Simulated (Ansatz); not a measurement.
# N on the S site + 1 H (metastable zinc-blende CdS host)

Level of theory: PBE, PAW (plane waves to 420 eV; Ansatz, a program for electronic structure). Cell and caveats: 64-site cell; 2×2×2 shifted k-points; start: the S site; H antibonding at the neighbour; energies good to tenths of an eV; relaxed from one start, so a lower configuration may exist.

Neighbours after relaxation, in Å: of the N atom: Cd 2.12, Cd 2.19, Cd 2.19, Cd 2.22; of the H atom: S 1.36, Cd 2.44, Cd 3.13, Cd 3.25, Cd 3.25, S 3.38, S 3.38.

The name describes the start; the neighbours show where the atoms ended.

```json
[
 {"charge": "0", "moment (μB)": "not spin-polarised", "largest move off a lattice site (Å)": "0.85"}
]
```
